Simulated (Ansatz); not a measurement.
Seebeck coefficient (μV/K, mean over directions) of n-type monolayer SnS₂ against carrier density, HSE06, rigid bands (Ansatz, a program for electronic structure). Computed gap 2.38 eV; densities at which minority carriers matter at this gap, or further valleys turn the trend, are left out. Conductivity mass 0.38 mₑ (harmonic mean over directions), N_c = 1.4e13 cm⁻² at 300 K.

```
electron density  300 K  500 K
----------------  -----  -----
1.9e9 cm⁻²          ___   -981
1.9e10 cm⁻²        -739   -782
1.9e11 cm⁻²        -540    ___
5.7e11 cm⁻²        -446   -489
1.9e12 cm⁻²        -342   -386
5.7e12 cm⁻²        -248   -291
1.9e13 cm⁻²        -146   -188
5.7e13 cm⁻²         ___    -99
1.9e14 cm⁻²         -19    -32
```

**Question.** Some entries are withheld; supply them.

**Answer.** 
- 1.9e9 cm⁻², 300 K: -937
- 1.9e11 cm⁻², 500 K: -584
- 5.7e13 cm⁻², 300 K: -65

Rigid bands with a gap fixed in temperature, one relaxation time for all states, no polarons or phonon drag, and whether or not such doping can be reached. Spin-orbit coupling is left out. Geometry: cell and atoms relaxed with PBE.
